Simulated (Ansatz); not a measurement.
# A computed series for SrTiO3: response to strain

The reference is SrTiO3 in the cubic perovskite structure (space group Pm-3m, No. 221; a = 3.854 Å). Axes: x, y, z lie along the cube axes.

Strains are applied to the cell and any free atomic positions relax; under biaxial strain the out-of-plane vector relaxes too.

The values are results of LDA/PAW in Ansatz (a first-principles code), without spin-orbit coupling, not measurements.

Notes on the quantities. energy relative to the base: free energy F.

```tsv
biaxial strain, plane normal [111], relaxed out of plane (%)	energy relative to the base (meV/atom)
0	0.0
0.5	0.7
1	2.8
1.5	6.2
2	?
2.5	17.1
```

Fit ΔE = Aε² + Bε³ (ε in %) to the rows shown and predict the withheld row.

Least squares on the printed values gives A = 2.80 and B = -0.027 meV/atom (largest residual 0.0 meV/atom); this predicts 11.0 meV/atom, and the run gives 11.0 meV/atom, in agreement.

No phonon test of stability was made. The final runs are not spin-polarised. Many cubic perovskites are stable only at high temperature; tilts and polar distortions were not tested.
